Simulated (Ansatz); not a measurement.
Consider Al in the fcc (Cu type) structure (space group Fm-3m, No. 225; a = 3.9839 Å; relaxed with 0.1 eV smearing).

The values are results of plane-wave PAW DFT at the LDA level (Ansatz, a quantum-chemistry and plane-wave program, 420 eV), spin-orbit coupling left out, not measurements.

Strains are applied to the cell and any free atomic positions relax.

One change was made to it. Results:

The pressure goes from zero to -6.0 GPa; the energy goes up by 30 meV/atom.

Task: Name the change that was made.
(A) isotropic strain −0.50 %
(B) isotropic strain +1.50 %
(C) isotropic strain +3.00 %
(D) isotropic strain −1.00 %
(E) isotropic strain +1.00 %

Result: C, isotropic strain +3.00 %. For comparison, the energy relative to the base in the other runs: isotropic strain −0.50 % gives +1.0 meV/atom; isotropic strain −1.00 % gives +3.9 meV/atom; isotropic strain +1.50 % gives +7.9 meV/atom; isotropic strain +1.00 % gives +3.6 meV/atom.

Whether these cells are dynamically stable was not tested.
